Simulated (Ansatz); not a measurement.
# HfC, response to strain

Take HfC in the rock salt structure (space group Fm-3m, No. 225; a = 4.6071 Å; relaxed with 0.1 eV smearing) as the base. Axes: x, y, z lie along the cube axes.

Strains are applied to the cell and any free atomic positions relax; under biaxial strain the out-of-plane vector relaxes too.

Method: plane-wave PAW DFT at the PBEsol level (Ansatz, an electronic-structure program, 420 eV), no SOC.

Notes on the quantities. energy relative to the base: free energy F.

| biaxial strain, plane normal [001], relaxed out of plane (%) | energy relative to the base (meV/atom) |
|---|---|
| -3 | 45.9 |
| -2.5 | 31.3 |
| -2 | 19.7 |
| -1.5 | 10.9 |
| -1 | 4.8 |
| -0.5 | ? |
| 0 | 0.0 |

Task: Fit ΔE = Aε² + Bε³ (ε in %) to the rows shown and predict the withheld row.

Result: Least squares on the printed values gives A = 4.58 and B = -0.17 meV/atom (largest residual 0.0 meV/atom); this predicts 1.2 meV/atom, and the run gives 1.2 meV/atom, in agreement.

Stability against distortions was not tested. All final runs are without spin polarisation.
